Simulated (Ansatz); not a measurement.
LuAlO₃ (Pnma), PBEsol, rigid bands (Ansatz, a first-principles code): N_c = 6.26e18 cm⁻³ at 300 K and an electron conductivity mass of 0.433 mₑ along y (a = (5.33, 0.00, 0.00) Å; b = (0.00, 7.30, 0.00) Å; c = (0.00, 0.00, 5.08) Å).

Problem. For 1e16 electrons per cm³ at 300 K, place the Fermi level, estimate the Seebeck coefficient of a parabolic band with constant τ, and give mobility and conductivity for τ = 50 fs.

Solution. The level lies k_BT ln(N_c/n) = 0.166 eV below the conduction-band minimum. S ≈ −(k_B/e)[ln(N_c/n) + 5/2] = -770 μV/K, against -772 μV/K from the full bands (mean over directions). μ = eτ/m = 203 cm²/(V·s) and σ = neμ = 0.325 S/cm. τ is assumed, not computed.

Band transport and this doping are assumed; polarons and phonon drag are left out. Spin-orbit coupling is left out.

Computed structure with no diffraction record at hand here (it may be known, metastable or hypothetical): LuAlO3 (Pnma).
